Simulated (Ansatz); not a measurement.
## BP: pressure −1 GPa

Consider BP in the zinc blende structure (space group F-43m, No. 216; a = 4.536 Å).

Now apply this change: hydrostatic tension (pressure −1 GPa).

Calculations: Kohn–Sham DFT with the r2SCAN functional, run in Ansatz (a quantum-chemistry and plane-wave program) with PAW and 500 eV plane waves, spin-orbit coupling left out, earlier PAW set. Settings: 12×12×12 k-points, 0.05 eV Fermi–Dirac smearing.

| quantity | base | changed | shift |
|---|---|---|---|
| volume per atom | 11.67 Å³ | 11.74 Å³ | +0.07 Å³ |
| density | 2.97 g/cm³ | 2.96 g/cm³ | -0.018 g/cm³ |
| lattice parameter a | 4.536 Å | 4.545 Å | +0.009 Å |
| shortest interatomic distance | 1.964 Å | 1.968 Å | +0.004 Å |
| enthalpy H = E + PV relative to the base's energy | – | -0.07 eV/atom | – |
| band gap | 1.41 eV | 1.42 eV | +0.01 eV |
| gap character | indirect, Γ → Γ–X (83 % along) | indirect, Γ → Γ–X (83 % along) | – |
| smallest direct gap | 3.60 eV | 3.59 eV | -0.01 eV |
| electron mass | 1.3 mₑ along k, 0.22 mₑ across (off the special points) | 1.3 mₑ along k, 0.22 mₑ across (off the special points) | – |

Final structure:

```
CELL_PARAMETERS angstrom
      0.00000     2.27267     2.27267
      2.27267     0.00000     2.27267
      2.27267     2.27267     0.00000
ATOMIC_POSITIONS crystal
  P  0.75000 0.75000 0.75000
  B  0.00000 0.00000 0.00000
```

Load acts through the strain it causes; cell and atoms are relaxed under it. Effective masses come from finite differences of ±0.01 Å⁻¹. Along k means along the line from Γ to the band edge. Stability against distortions was not tested.
